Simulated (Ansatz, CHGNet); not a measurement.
**Lattice constant a of L1₂ (Cu3Au-type) Pt3Ti: levels of theory against measurement**

Reference value: 3.916 Å (measured, temperature not stated, no zero-point or thermal correction; as tabulated in Molecular Dynamics Simulations of PtTi High-Temperature Shape Memory Alloys …).

Problem. What do CHGNet 0.3.0, LDA, PBE, PBE-D3(BJ), r²SCAN+SOC give, and how far is each from the reference?

Solution. 
```csv
level (code),value (Å),difference (%)
CHGNet 0.3.0 (CHGNet),3.952,+0.92
LDA (Ansatz),3.873,-1.10
PBE (Ansatz),3.948,+0.82
PBE-D3(BJ) (Ansatz),3.904,-0.31
r²SCAN+SOC (Ansatz),3.918,+0.05
```

The reference's temperature isn't stated, so close values are not ranked against it.

The measured value isn't corrected to a static lattice, so vibrations enter the comparison. A static lattice is as a rule a little smaller than the measured one.  Density-functional levels without +SOC have no spin–orbit coupling. Cutoffs differ between the levels. Ansatz's density-functional and Hartree–Fock values are scalar-relativistic unless marked +SOC, with PAW data made under PBE.

Machine-learned potentials (CHGNet 0.3.0) are trained on DFT data, which may include these solids.

Differences are worked out from the printed values.

Ansatz is an electronic-structure program.
